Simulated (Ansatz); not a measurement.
**Al2O3: biaxial strain −0.75 %, plane normal [001], relaxed out of plane**

Consider Al2O3 in the corundum structure (space group R-3c, No. 167; a = 4.774 Å, c = 13.015 Å (hexagonal axes)). Axes: x lies along a and z along c of the hexagonal cell.

Perturbation: biaxial strain −0.75 %, plane normal [001], relaxed out of plane (Cartesian); in-plane vectors clamped, the third vector and the atoms free.

All numbers come from PBEsol (Ansatz, a quantum-chemistry and plane-wave program; PAW; 420 eV plane waves; no SOC). Γ-centred 8×8×8 mesh, Fermi–Dirac width 0.05 eV.

```csv
quantity,base,changed,shift
volume per atom,8.56 Å³,8.47 Å³,-0.096 Å³
shortest interatomic distance,1.861 Å,1.853 Å,-0.008 Å
energy relative to the base (free energy F),0 meV/atom,+1.7 meV/atom,+1.7 meV/atom
"pressure (mean of the normal stresses, compression positive)",0.00 GPa,2.90 GPa,+2.90 GPa
band gap,6.03 eV,6.19 eV,+0.16 eV
smallest direct gap,6.03 eV,6.20 eV,+0.17 eV
width of the top valence band,0.63 eV,0.63 eV,0.00 eV
electron mass,"0.40 mₑ along c, 0.37 mₑ across (at Γ)",0.38 mₑ (at Γ),–
out-of-plane strain,–,+0.38 %,–
mean in-plane stress (compression positive),–,+4.3 GPa,–
```

Final structure (turned so that z lies along the plane normal):

```yaml
crystal:
  lattice:
    - [4.73797, 0.00000, 0.00000]
    - [2.36899, 4.10321, 0.00000]
    - [2.36899, -1.36774, 4.35463]
  atoms:
    - { symbol: Al, position: [0.70333, 0.64834, 0.94501] }
    - { symbol: Al, position: [0.70333, 0.14834, 0.44501] }
    - { symbol: Al, position: [0.29667, 0.35166, 0.05499] }
    - { symbol: Al, position: [0.29667, 0.85166, 0.55499] }
    - { symbol: O, position: [0.50000, 0.44367, 0.25000] }
    - { symbol: O, position: [0.80633, 0.75000, 0.25000] }
    - { symbol: O, position: [0.50000, 0.55633, 0.75000] }
    - { symbol: O, position: [0.80633, 0.94367, 0.75000] }
    - { symbol: O, position: [0.19367, 0.25000, 0.75000] }
    - { symbol: O, position: [0.19367, 0.05633, 0.25000] }
```

Effective masses come from finite differences of ±0.01 Å⁻¹. No phonon test of stability was made.
